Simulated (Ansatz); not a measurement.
Ansatz (a program for electronic structure) run on CdSe (F-43m, 2 atoms in the cell): self-consistent single point.

Method: PBE with spin-orbit coupling (plane waves, PAW; Ansatz).

```
CELL_PARAMETERS angstrom
      0.00000     3.02500     3.02500
      3.02500     0.00000     3.02500
      3.02500     3.02500     0.00000
ATOMIC_POSITIONS crystal
  Cd 0.00000 0.00000 0.00000
  Se 0.25000 0.25000 0.25000
```

Reference input (self-consistent single point, DFT, PBE, plane waves, default PAW files): kpoints.mp_grid.grid = 9 9 9; hamiltonian.xc = pbe; hamiltonian.pseudopotentials = {kind: paw} (the program's default PAW files); scf.occupations.method = fermi_dirac; scf.occupations.width = 0.05 eV. This run's input differs from it in these lines:

Ansatz 0.2 input:
```diff
@@ -13,2 +13,5 @@
   pseudopotentials: { kind: paw }
+magnetization:
+  noncollinear: true
+  spin_orbit: true
 scf:
```

Log, with long lists cut:

```
SCF iter   1: F=—  HF=-13728.177683 eV  |F-HF|=—  |Δ(HF+E_count)|=         —  Δρ=5.29e-2  dr2=1.52e0  dr2_m=0.00e0 (ungated)  ethr=3.10e-3  |M|=0.00e0 ∫|m|=0.00e0 μB  |m|>n=0.0e0 m-floor=0.0e0 τ_xc=0.0e0  β_m=0.30  ⟨swp⟩=8.9  Hψ=7656  notcnv=0  defer=3
all-band conjugate gradients solve this SCF's bands
preconditioner: auto → none
   [... lines left out ...]
SCF iter   6: F=—  HF=-13727.605727 eV  |F-HF|=—  |Δ(HF+E_count)|=   6.29e-6  Δρ=4.82e-5  dr2=8.86e-7  dr2_m=0.00e0 (ungated)  ethr=3.50e-8  |M|=0.00e0 ∫|m|=0.00e0 μB  |m|>n=0.0e0 m-floor=0.0e0 τ_xc=0.0e0  β_m=0.64  ⟨swp⟩=2.0  Hψ=2402  notcnv=0  defer=120
SCF iter   7: F=-13727.605728 eV  HF=-13727.605728 eV  |F-HF|=3.02e-8  |Δ(HF+E_count)|=   1.13e-6  Δρ=9.10e-6  dr2=4.45e-8  dr2_m=0.00e0 (ungated)  ethr=2.78e-10  |M|=0.00e0 ∫|m|=0.00e0 μB  |m|>n=0.0e0 m-floor=0.0e0 τ_xc=0.0e0  ⟨swp⟩=9.8  Hψ=6972  notcnv=0
SCF 1 converged in 7 iterations: F = -13727.605728 eV  dr2 = 4.45e-8
Magnetization: |M| = 0.0000 μB,  M = (+0.0000, +0.0000, +0.0000) μB
Absolute magnetization: 0.0000 μB (∫|m|)
  site 0: m = (+0.0000, +0.0000, +0.0000) μB, |m| = 0.0000 μB  (R = 1.08 Å)
  site 1: m = (+0.0000, +0.0000, +0.0000) μB, |m| = 0.0000 μB  (R = 1.08 Å)
Free energy (F): -13727.605728 eV
Internal energy: -13727.605711 eV  (E = F + TS)
E sigma→0 (E₀):  -13727.605720 eV
Entropy (-TS):   -0.000017 eV (-0.009 meV/atom)
Fermi energy:    8.120830 eV
--- Forces (eV/Å), atoms counted from 1 ---
  atom   1  Cd     0.00000000    -0.00000000    -0.00000000
  atom   2  Se    -0.00000000     0.00000000     0.00000000
--- Stress (GPa, compression-positive) ---
        3.743156       0.000000      -0.000000
        0.000000       3.743156       0.000000
       -0.000000       0.000000       3.743156
  P = ⅓ Tr σ = 3.7432 GPa (37.432 kbar)
  The stress holds the Pulay correction. Without it, at fixed plane waves, as pw.x and ABINIT print it: P = 3.7078 GPa
```

The run converged in 7 iterations. Against the reference run the pressure hardly changes (3.78 to 3.74 GPa).

The starting cell has typed, rounded lattice constants, without a prior relaxation at this level. With a pressure of about 4 GPa the cell is away from its equilibrium volume at this level. Ansatz's pressure includes its estimate of the finite-basis (Pulay) stress. A gap is left out here, as mesh or smearing make it unsure.
